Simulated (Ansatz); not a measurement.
Consider MgTe in the zinc blende structure (space group F-43m, No. 216).

```cif
data_Mg4Te4
_chemical_formula_sum 'Mg4 Te4'
_space_group_name_H-M_alt 'F-43m'
_space_group_IT_number 216
_space_group_name_Hall 'F -4 2 3'
_cell_length_a 6.36810
_cell_length_b 6.36810
_cell_length_c 6.36810
_cell_angle_alpha 90.000
_cell_angle_beta 90.000
_cell_angle_gamma 90.000
loop_
_atom_site_label
_atom_site_type_symbol
_atom_site_symmetry_multiplicity
_atom_site_Wyckoff_symbol
_atom_site_fract_x
_atom_site_fract_y
_atom_site_fract_z
_atom_site_occupancy
Mg1 Mg 4 a 0.00000 0.00000 0.00000 1
Te1 Te 4 d 0.75000 0.75000 0.75000 1
```
(The calculation used a cell of 2 atoms; values per cell refer to that cell.)

Calculations: plane-wave PAW DFT at the LDA level (Ansatz, a program for electronic structure, 420 eV), spin-orbit coupling left out.

Base values:

The band gap is 2.38 eV. The gap character is direct at Γ.

It is then changed as follows: the cell is scaled by 1.0200 in all directions, atoms relaxed at fixed cell.

Task: Predict the new band gap.

Result: The band gap drops by 0.26 eV to 2.12 eV.

Task: What does the calculation give for the gap character after the change?

Result: The gap character is still direct at Γ.

With Te present, leaving out spin-orbit coupling can change the band edges. The cells carry an imposed strain or load. No phonon test of stability was made.
